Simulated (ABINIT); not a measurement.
Band structure of Sr2Al3Ge (P-6m2, 6 atoms in the cell).

```
CELL_PARAMETERS angstrom
      4.41988     0.00000     0.00000
     -2.20994     3.82773     0.00000
      0.00000     0.00000     9.62849
ATOMIC_POSITIONS crystal
  Sr 0.33333 0.66667 0.25167
  Sr 0.33333 0.66667 0.74833
  Al 0.66667 0.33333 0.50000
  Al 0.00000 0.00000 0.00000
  Al 0.00000 0.00000 0.50000
  Ge 0.66667 0.33333 0.00000
```

Level of theory: PBEsol, norm-conserving pseudopotentials (PseudoDojo nc-sr-04 PBEsol standard) (plane waves; ABINIT).

Settings: pseudos = [Sr.upf, Al.upf, Ge.upf]; ecut = 39 Ha; occopt = 6; tsmear = 0.00734986 Ha; ngkpt = 5 5 2; nshiftk = 1; shiftk = 0 0 0; potentials = PseudoDojo nc-sr-04 PBEsol standard; kptopt = 1; nstep = 100; toldfe1 = 1e-09 Ha; ndtset = 2; getden2 = 1.

The starting cell comes from a database of computed structures (which also holds hypothetical and non-ambient phases and stackings), without a prior relaxation at this level.

Levels in eV from the Fermi level, bands 18 to 25:
```
point     18     19     20     21     22     23    24    25
-----  -----  -----  -----  -----  -----  -----  ----  ----
Γ      -1.00  -0.87  -0.34   0.50   0.53   0.53  1.64  1.64
M      -2.11  -1.49  -0.91  -0.71  -0.39  -0.21  1.37  2.03
K      -3.64  -2.26  -1.20  -0.62   0.20   0.46  2.32  2.42
A      -0.98  -0.98   0.04   0.44   0.44   1.91  1.92  1.92
L      -2.10  -1.38  -0.74  -0.53  -0.19  -0.13  0.39  1.12
H      -3.55  -2.43  -1.10  -0.32  -0.11  -0.08  3.40  3.46
```

Bands cross the Fermi level along this path, so the cell is metallic at this level.
